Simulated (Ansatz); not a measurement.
Consider Pt in the fcc (Cu type) structure (space group Fm-3m, No. 225; a = 3.9415 Å; relaxed with 0.1 eV smearing). Axes: x, y, z lie along the cube axes.

Computed with r2SCAN/PAW in Ansatz (a first-principles code), no spin-orbit coupling, earlier PAW set.

Base values:

```
Property                           Result
-----------------------------  ----------
Shortest interatomic distance  5.267 bohr
```

Perturbation: biaxial strain +4.86 %, plane normal [111], relaxed out of plane (Cartesian); in-plane vectors clamped, the third vector and the atoms free.

Problem. What happens to the shortest interatomic distance?

Solution. The shortest interatomic distance falls by 0.091 bohr to 5.176 bohr.

Problem. Estimate the effect on the out-of-plane strain.

Solution. The out-of-plane strain comes out as -5.19 %.

Stability against distortions was not tested. All final runs are without spin polarisation. Pt lies near a magnetic instability that expansion can trigger; it was not tested.
